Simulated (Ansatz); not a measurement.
Results of LDA (plane waves, PAW; Ansatz, an electronic-structure program) for Li3TaO4 (model structure, started from the Li3PO4 type, Pmn2₁, No. 31, 16 atoms in the cell).

Input:

Ansatz 0.2 input:
```yaml
crystal:
  lattice:
    - [6.5277066678, 0.0, 0.0]
    - [0.0, 5.6254198412, 0.0]
    - [0.0, 0.0, 4.8533555122]
  atoms:
    - { symbol: Li, position: [0.0, 0.8133210676, 0.515614168] }
    - { symbol: Li, position: [0.5, 0.1866789324, 0.015614168] }
    - { symbol: Li, position: [0.2550736816, 0.3395839356, 0.5170315998] }
    - { symbol: Li, position: [0.2449263184, 0.6604160644, 0.0170315998] }
    - { symbol: Li, position: [0.7449263184, 0.3395839356, 0.5170315998] }
    - { symbol: Li, position: [0.7550736816, 0.6604160644, 0.0170315998] }
    - { symbol: Ta, position: [0.5, 0.8367859887, 0.5088214379] }
    - { symbol: Ta, position: [0.0, 0.1632140113, 0.0088214379] }
    - { symbol: O, position: [0.7644924991, 0.3243475506, 0.1151400137] }
    - { symbol: O, position: [0.7355075009, 0.6756524494, 0.6151400137] }
    - { symbol: O, position: [0.2355075009, 0.3243475506, 0.1151400137] }
    - { symbol: O, position: [0.2644924991, 0.6756524494, 0.6151400137] }
    - { symbol: O, position: [0.5, 0.1542994916, 0.6144933232] }
    - { symbol: O, position: [0.0, 0.8457005084, 0.1144933232] }
    - { symbol: O, position: [0.5, 0.8345948947, 0.125627844] }
    - { symbol: O, position: [0.0, 0.1654051053, 0.625627844] }
basis:
  ecutwfc: 520
  ecutrho_ratio: 4
  xc_grid: 2
kpoints:
  mp_grid: { grid: [6, 6, 8] }
  band_path:
    path:
      - [0.0, 0.0, 0.0]
      - [0.125, 0.0, 0.0]
      - [0.25, 0.0, 0.0]
      - [0.375, 0.0, 0.0]
      - [0.5, 0.0, 0.0]
      - [0.5, 0.1, 0.0]
      - [0.5, 0.2, 0.0]
      - [0.5, 0.3, 0.0]
      - [0.5, 0.4, 0.0]
      - [0.5, 0.5, 0.0]
      - [0.375, 0.5, 0.0]
      - [0.25, 0.5, 0.0]
      - [0.125, 0.5, 0.0]
      - [0.0, 0.5, 0.0]
      - [0.0, 0.4, 0.0]
      - [0.0, 0.3, 0.0]
      - [0.0, 0.2, 0.0]
      - [0.0, 0.1, 0.0]
      - [0.0, 0.0, 0.083333]
      - [0.0, 0.0, 0.166667]
      - [0.0, 0.0, 0.25]
      - [0.0, 0.0, 0.333333]
      - [0.0, 0.0, 0.416667]
      - [0.0, 0.0, 0.5]
      - [0.125, 0.0, 0.5]
      - [0.25, 0.0, 0.5]
      - [0.375, 0.0, 0.5]
      - [0.5, 0.0, 0.5]
      - [0.5, 0.1, 0.5]
      - [0.5, 0.2, 0.5]
      - [0.5, 0.3, 0.5]
      - [0.5, 0.4, 0.5]
      - [0.5, 0.5, 0.5]
      - [0.375, 0.5, 0.5]
      - [0.25, 0.5, 0.5]
      - [0.125, 0.5, 0.5]
      - [0.0, 0.5, 0.5]
      - [0.0, 0.4, 0.5]
      - [0.0, 0.3, 0.5]
      - [0.0, 0.2, 0.5]
      - [0.0, 0.1, 0.5]
      - [0.5, 0.0, 0.083333]
      - [0.5, 0.0, 0.166667]
      - [0.5, 0.0, 0.25]
      - [0.5, 0.0, 0.333333]
      - [0.5, 0.0, 0.416667]
      - [0.0, 0.5, 0.083333]
      - [0.0, 0.5, 0.166667]
      - [0.0, 0.5, 0.25]
      - [0.0, 0.5, 0.333333]
      - [0.0, 0.5, 0.416667]
      - [0.5, 0.5, 0.083333]
      - [0.5, 0.5, 0.166667]
      - [0.5, 0.5, 0.25]
      - [0.5, 0.5, 0.333333]
      - [0.5, 0.5, 0.416667]
    npoints: 1
hamiltonian:
  xc: lda
  dispersion: none
  pseudopotentials: { kind: paw }
scf:
  occupations: { method: fermi_dirac, width: 0.01 }
  convergence: { dr2_threshold: 0.0000000016 }
output:
  forces: true
  stress: true
  eigenvalues: true
  write_bands: true
```

Output (set-up and result lines):

```
Crystal: 16 atoms, lattice volume = 178.221 Å³
Basis set: ecut = 520 eV, 4795 PW (Γ), exchange–correlation on 100×90×80 points (8 copies of the dense FFT grid, shifted against one another)
Bands: 62, of which v1, the nominal top of the filled ones, is band 46 counted from 1 (45 counted from 0)
Symmetry: 4 space group operations
Space group: Pmn21 (ITA 31), of the structure as read, at distance tolerance 5.6e-5 Å
k-points: 80 of 288 (time reversal used)
Functional: x = slater, c = lda
SCF iter   1: F=—  HF=-25037.547314 eV  |F-HF|=—  |Δ(HF+E_count)|=         —  Δρ=1.68e-2  dr2=4.93e-1
SCF iter   2: F=—  HF=-25037.422643 eV  |F-HF|=—  |Δ(HF+E_count)|=   1.25e-1  Δρ=6.77e-3  dr2=4.78e-2
  ...
SCF iter   9: F=—  HF=-25037.403211 eV  |F-HF|=—  |Δ(HF+E_count)|=   1.13e-8  Δρ=4.29e-6  dr2=2.80e-8
SCF iter  10: F=-25037.403211 eV  HF=-25037.403211 eV  |F-HF|=3.06e-10  |Δ(HF+E_count)|=   5.25e-9  Δρ=6.29e-7  dr2=7.01e-10
SCF 1 converged in 10 iterations: F = -25037.403211 eV  dr2 = 7.01e-10
SCF converged after 10 iterations
Free energy (F): -25037.403211 eV
Internal energy: -25037.403211 eV  (E = F + TS)
E sigma→0 (E₀):  -25037.403211 eV
Fermi energy:    6.355028 eV
--- Forces (eV/Å), atoms counted from 1 ---
  atom   1  Li    -0.00000000     0.00133019    -0.02395562
  atom   2  Li    -0.00000000    -0.00133019    -0.02395562
  atom   3  Li     0.00208833     0.00289585    -0.02200765
  atom   4  Li    -0.00208833    -0.00289585    -0.02200765
  atom   5  Li    -0.00208833     0.00289585    -0.02200765
  atom   6  Li     0.00208833    -0.00289585    -0.02200765
  atom   7  Ta    -0.00000000    -0.02053808    -0.02798779
  atom   8  Ta    -0.00000000     0.02053808    -0.02798779
  atom   9  O      0.16646297    -0.10260563    -0.04088920
  atom  10  O     -0.16646297     0.10260563    -0.04088920
  atom  11  O     -0.16646297    -0.10260563    -0.04088920
  atom  12  O      0.16646297     0.10260563    -0.04088920
  atom  13  O     -0.00000000    -0.19725007    -0.03796127
  atom  14  O     -0.00000000     0.19725007    -0.03796127
  atom  15  O      0.00000000     0.00399614     0.21569862
  atom  16  O      0.00000000    -0.00399614     0.21569862
--- Stress (GPa, compression-positive) ---
       -4.322852       0.000000      -0.000000
        0.000000      -4.325025       0.000000
       -0.000000       0.000000      -4.258950
  P = ⅓ Tr σ = -4.3023 GPa (-43.023 kbar)
```

The PAW data were made under PBE.

Note: the relaxation could raise the start's symmetry but not lower it, so the cell can be a saddle point. Note: cell and atoms aren't relaxed at this level (largest force component 0.22 eV/Å, pressure -4.3 GPa).

Cost on a shared machine: roughly 100 core-seconds.

A model structure was made by putting elements into a prototype or built by hand; it is no filed structure, need not be a known phase, and can be a saddle point held by its symmetry.
